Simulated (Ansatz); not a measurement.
## P, response to strain

The parent structure is P in the black-P type structure (space group Cmce, No. 64; a = 3.302 Å, b = 10.691 Å, c = 4.467 Å; layered, stacked along the Cartesian y axis). Axes: x, y, z lie along a, b, c of the conventional cell.

Strains are applied to the cell and any free atomic positions relax; under biaxial strain the out-of-plane vector relaxes too; under stress the whole cell relaxes.

Method: r2SCAN+rVV10 (Ansatz, a quantum-chemistry and plane-wave program), no spin-orbit coupling.

Notes on the quantities. pressure: mean of the normal stresses, compression positive.

```json
[
 {"variant": "base", "pressure": "0.0 GPa", "volume per atom": "19.71 Å³", "band gap": "zero"},
 {"variant": "biaxial strain −2.56 %, plane normal [001], relaxed out of plane", "pressure": "2.3 GPa", "volume per atom": "19.01 Å³", "band gap": "zero"},
 {"variant": "biaxial strain +1.00 %, plane normal [001], relaxed out of plane", "pressure": "-0.8 GPa", "volume per atom": "19.98 Å³", "band gap": "zero"},
 {"variant": "biaxial strain +1.93 %, plane normal [001], relaxed out of plane", "pressure": "-1.4 GPa", "volume per atom": "20.22 Å³", "band gap": "zero"},
 {"variant": "biaxial strain +2.30 %, plane normal [001], relaxed out of plane", "pressure": "-1.6 GPa", "volume per atom": "20.31 Å³", "band gap": "0.06 eV"},
 {"variant": "isotropic strain −2.29 %", "pressure": "3.5 GPa", "volume per atom": "18.39 Å³", "band gap": "zero"},
 {"variant": "isotropic strain −2.06 %", "pressure": "3.1 GPa", "volume per atom": "18.52 Å³", "band gap": "zero"},
 {"variant": "uniaxial strain ε_zz = +1.69 %", "pressure": "-0.5 GPa", "volume per atom": "20.04 Å³", "band gap": "0.13 eV"},
 {"variant": "uniaxial stress, 5 GPa tension along x", "pressure": "–", "volume per atom": "19.72 Å³", "band gap": "zero"}
]
```

A case with no gap was solved on a k-mesh chosen for an insulator, which is coarse for it. Stability under load was not tested beyond the relaxation. Gaps under 0.05 eV, about the width of the smearing, are given as zero. A zero or small gap of P can be the functional's error rather than a property of the material.
